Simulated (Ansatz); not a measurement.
Start from KI in the rock salt structure (space group Fm-3m, No. 225).

```
KI
1.0
    0.00000     3.59121     3.59121
    3.59121     0.00000     3.59121
    3.59121     3.59121     0.00000
K I
1 1
Direct
  0.00000   0.00000   0.00000
  0.50000   0.50000   0.50000
```

Method: PBE (Ansatz, an electronic-structure program; PAW; 420 eV plane waves; scalar-relativistic without spin-orbit coupling).

Before the change:

```
Quantity                      Value
---------  ------------------------
Band gap                    3.86 eV
Pressure                   0.00 GPa
Hole mass  0.51, 2.8, 2.8 mₑ (at Γ)
```

Perturbation: an isotropic linear strain of +0.50 %, atoms relaxed at fixed cell.

Q: What does the calculation give for the energy relative to the base after the change?

A: The energy increases by 0.3 meV/atom.

Q: What happens to the band gap?

A: The band gap decreases by 0.032 eV (3.86 eV → 3.82 eV).

Q: Predict the new pressure.

A: The pressure goes from zero to -0.15 GPa.

Q: What does the calculation give for the hole mass after the change?

A: The hole mass (degenerate bands, along [100]) changes from 0.51, 2.8, 2.8 mₑ (at Γ) to 0.52, 2.8, 2.8 mₑ (at Γ).

Spin-orbit coupling, missing from the scalar runs, can matter with I. Masses are band curvatures over ±0.01 Å⁻¹ around the edge. Whether these cells are dynamically stable was not tested.
